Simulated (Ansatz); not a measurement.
**NaF (model structure, started from the CsCl type, Pm-3m, No. 221, 2 atoms in the cell)**

Calculation: r²SCAN in Ansatz (PAW).

Settings: plane-wave cutoff 560 eV, 12×12×12 k mesh, Fermi–Dirac smearing 0.01 eV, scalar-relativistic PAW data made under PBE.

Cell (relaxed with PBEsol):

Space group Pm-3m (No. 221); a = b = c = 2.8166 Å, α = β = γ = 90.00°

```csv
atom,site,symmetry,x,y,z
Na,1a,m-3m,0.0000,0.0000,0.0000
F,1b,m-3m,0.5000,0.5000,0.5000
```

- band gap: 6.89 eV (indirect)
- smallest direct gap on the k points sampled: 7.22 eV

Note: the relaxation could raise the start's symmetry but not lower it, so the cell can be a saddle point; cell and atoms aren't relaxed at this level (pressure -1.4 GPa).

Static lattice: no zero-point or thermal effects.

It cost about 6 core-seconds (a rough figure) of CPU time.

A model structure was made by putting elements into a prototype or built by hand; it is no filed structure, need not be a known phase, and can be a saddle point held by its symmetry.

Ansatz is a program for electronic structure.
